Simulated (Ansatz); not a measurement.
# Cu under load (space group Fm-3m): band-structure transport figures

Given:

```
Cu
1.0
    0.00000     1.77532     1.77532
    1.77532     0.00000     1.77532
    1.77532     1.77532     0.00000
Cu
1
Cartesian
  0.00000   0.00000   0.00000
```

The numbers are results of PBEsol, rigid bands (plane waves, PAW, scalar-relativistic; Ansatz, an electronic-structure program), not measurements. Condition of this run: hydrostatic pressure 2 GPa (the target of the relaxation). Cell: cell and atoms relaxed with PBEsol, then loaded as said.

```
Property                                                           Value
------------------------------------  ----------------------------------
density of states at the Fermi level  0.297 states/(eV·cell), both spins
bare Sommerfeld coefficient                    0.70 mJ/(mol of atoms·K²)
Drude plasma energy                                               9.1 eV
root-mean-square Fermi velocity                                1.1e6 m/s
resistivity times τ                                     5.9 ×10⁻²² Ω·m·s
resistivity times mean free path                         6.5 ×10⁻¹⁶ Ω·m²
```

A metal at this level (no band gap); rigid bands, thermally averaged at 300 K, both spins. Spin-orbit coupling is left out. τ is one relaxation time for all states; the product of resistivity and mean free path takes one path for all states instead.
